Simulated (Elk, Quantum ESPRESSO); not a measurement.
An Elk input for a self-consistent single point of LaSi₂ (I4_1/amd, 6 atoms in the cell) (DFT, LDA (PW92), all-electron FP-LAPW, Elk's shipped species files, APW+lo basis with extra local orbitals):

```
tasks
  0

xctype
  3

rgkmax
  7.5

gmaxvr
  14.0

nxlo
  2

lorbcnd
  .true.

rmtscf
  0.94

lmaxi
  3

stype
  3

swidth
  0.00367493

avec
   -4.1463803709    4.1463803709   12.8597469048
    4.1463803709   -4.1463803709   12.8597469048
    4.1463803709    4.1463803709  -12.8597469048

sppath
  'species/'

atoms
  2   : nspecies
  'La.in'   : spfname
  2   : natoms; atposl, bfcmt below
  0.5000000000  0.5000000000  0.0000000000    0.0 0.0 0.0
  0.2500000000  0.7500000000  0.5000000000    0.0 0.0 0.0
  'Si.in'   : spfname
  4   : natoms; atposl, bfcmt below
  0.8357700000  0.3357700000  0.5000000000    0.0 0.0 0.0
  0.0857700000  0.0857700000  0.0000000000    0.0 0.0 0.0
  0.9142300000  0.9142300000  0.0000000000    0.0 0.0 0.0
  0.6642300000  0.1642300000  0.5000000000    0.0 0.0 0.0

ngridk
  7 7 7
```

Q: Translate this input to Quantum ESPRESSO.

A: This is the input that was run; spellings and numerical settings could be chosen otherwise.

```fortran
&CONTROL
  calculation = 'scf'
  prefix = 'run'
  outdir = './tmp'
  pseudo_dir = './'
  tprnfor = .true.
  tstress = .true.
/
&SYSTEM
  ibrav = 0
  celldm(1) = 14.13357813
  nat = 6
  ntyp = 2
  ecutwfc = 40
  ecutrho = 200
  occupations = 'smearing'
  smearing = 'fermi-dirac'
  degauss = 0.0073499
/
&ELECTRONS
  conv_thr = 1.0d-9
  mixing_beta = 0.3
/
ATOMIC_SPECIES
La   138.9055  la_lda_v1.uspp.F.UPF
Si    28.0850  si_lda_v1.uspp.F.UPF
CELL_PARAMETERS {alat}
  -0.29337089     0.29337089     0.90987199
   0.29337089    -0.29337089     0.90987199
   0.29337089     0.29337089    -0.90987199
ATOMIC_POSITIONS {crystal}
La    0.50000000    0.50000000    0.00000000
La    0.25000000    0.75000000    0.50000000
Si    0.83577000    0.33577000    0.50000000
Si    0.08577000    0.08577000    0.00000000
Si    0.91423000    0.91423000    0.00000000
Si    0.66423000    0.16423000    0.50000000
K_POINTS {automatic}
7 7 7  0 0 0
```

Basis settings and potentials, where a program has them, do not carry over. This input uses DFT, LDA (PZ), plane waves, GBRV 1.5 ultrasoft (LDA) pseudopotentials. LDA parametrisations can differ slightly between programs.

The starting cell comes from a database of computed structures (which also holds hypothetical and non-ambient phases and stackings), without a prior relaxation at this level.
